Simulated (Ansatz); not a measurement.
We consider KAsF6 (R-3, No. 148, 8 atoms in the cell; start COD 2003120), described by G0W0@PBEsol+SOC in Ansatz (plane waves, hard PAW, contour deformation, complete-basis limit, spin–orbit shift from PBEsol).

Run with largest k mesh 4×4×4 (not extrapolated in the mesh).

Cell (measured lattice):

KAsF₆ is modelled in the trigonal space group R-3, hexagonal axes (No. 148), Pearson symbol hR8. Conventional cell: a = b = 7.3480 Å, c = 7.2740 Å, α = β = 90.00°, γ = 120.00°. K on 3b sees 12 F at 2.876–2.975 Å. As on 3a is coordinated by 6 F at 1.712 Å (octahedral). F on 18f is coordinated by 1 As at 1.712 Å and 2 K at 2.876–2.975 Å. (Neighbours: up to the widest gap in distance over summed covalent radii, below 1.35, at either atom; cation-cation and far metal-metal contacts left out.)
(The calculation used a cell of 8 atoms; values per cell refer to that cell.)

Q: Give the computed band gap.

A: 
- band gap = 11.09 eV

Note: spin–orbit coupling enters as the shift of the gap found with a semilocal functional; the file's cell can be that of a phase stable at another temperature; cell and atoms aren't relaxed at this level.

The computed numbers hold no vibrational or temperature effects.

Ansatz is a first-principles code.
